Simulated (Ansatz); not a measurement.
The reference is MoSi₂ (space group I4/mmm, No. 139; relaxed with 0.1 eV smearing).

```yaml
crystal:
  lattice:
    - [-1.60839, 1.60839, 3.93729]
    - [1.60839, -1.60839, 3.93729]
    - [1.60839, 1.60839, -3.93729]
  atoms:
    - { symbol: Si, position: [0.66492, 0.66492, 0.00000] }
    - { symbol: Si, position: [0.33508, 0.33508, 0.00000] }
    - { symbol: Mo, position: [0.00000, 0.00000, 0.00000] }
```

Cartesian axes are those of the cell as printed.

The values are results of PBE in Ansatz (plane waves to 420 eV, PAW, no spin-orbit coupling), not measurements.

Strains are applied to the cell and any free atomic positions relax; under biaxial strain the out-of-plane vector relaxes too.

One change was made to it. Results:

```csv
quantity,base,after
energy relative to the base (free energy F),0 meV/atom,+4.1 meV/atom
shortest interatomic distance,2.597 Å,2.603 Å
"pressure (mean of the normal stresses, compression positive)",0.0 GPa,3.3 GPa
```

**Question.** What was done to the base?
(A) biaxial strain −2.00 %, plane normal [001], relaxed out of plane
(B) biaxial strain +3.00 %, plane normal [001], relaxed out of plane
(C) biaxial strain +0.50 %, plane normal [001], relaxed out of plane
(D) biaxial strain −3.00 %, plane normal [001], relaxed out of plane
(E) biaxial strain −1.00 %, plane normal [001], relaxed out of plane

**Answer.** E, biaxial strain −1.00 %, plane normal [001], relaxed out of plane. For comparison, the energy relative to the base in the other runs: biaxial strain −3.00 %, plane normal [001], relaxed out of plane gives +38 meV/atom; biaxial strain −2.00 %, plane normal [001], relaxed out of plane gives +17 meV/atom; biaxial strain +3.00 %, plane normal [001], relaxed out of plane gives +33 meV/atom; biaxial strain +0.50 %, plane normal [001], relaxed out of plane gives +1.0 meV/atom.

Stability against distortions was not tested. All final runs are without spin polarisation.

Ansatz is a first-principles code.
